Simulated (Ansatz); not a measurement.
Consider ZrPt₃ (space group P6_3/mmc, No. 194; a = 5.654 Å, c = 9.234 Å; a cell from a computed database, its experimental status unchecked).

Level of theory: PBEsol, PAW, 420 eV (Ansatz, an electronic-structure program; without spin-orbit coupling).

Before the change:

```
Item                Value
---------------  --------
Volume per atom  15.98 Å³
c/a ratio           1.633
```

The change: a hydrostatic pressure of 0.7 GPa.

**Question.** Estimate the effect on the volume per atom and c/a ratio.

**Answer.** The volume per atom drops by 0.045 Å³, from 15.98 Å³ to 15.93 Å³; the c/a ratio remains 1.633.

Load acts through the strain it causes; cell and atoms are relaxed under it. No phonon test of stability was made. The final runs are not spin-polarised.
